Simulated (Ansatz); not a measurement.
Consider HgO in the zinc blende structure (space group F-43m, No. 216; a = 5.196 Å; a hypothetical phase, not in the database extracts checked).

Computed with PBEsol (Ansatz, an electronic-structure program; PAW; 420 eV plane waves; no spin-orbit coupling).

For the base:

| Quantity | Result |
|---|---|
| Lattice parameter a | 9.819 bohr |

It is then changed as follows: a negative pressure, −1 GPa.

### Question
Predict the new lattice parameter a.

### Answer
The lattice parameter a grows by 0.036 bohr to 9.855 bohr.

Load acts through the strain it causes; cell and atoms are relaxed under it. Stability against distortions was not tested. All final runs are without spin polarisation.
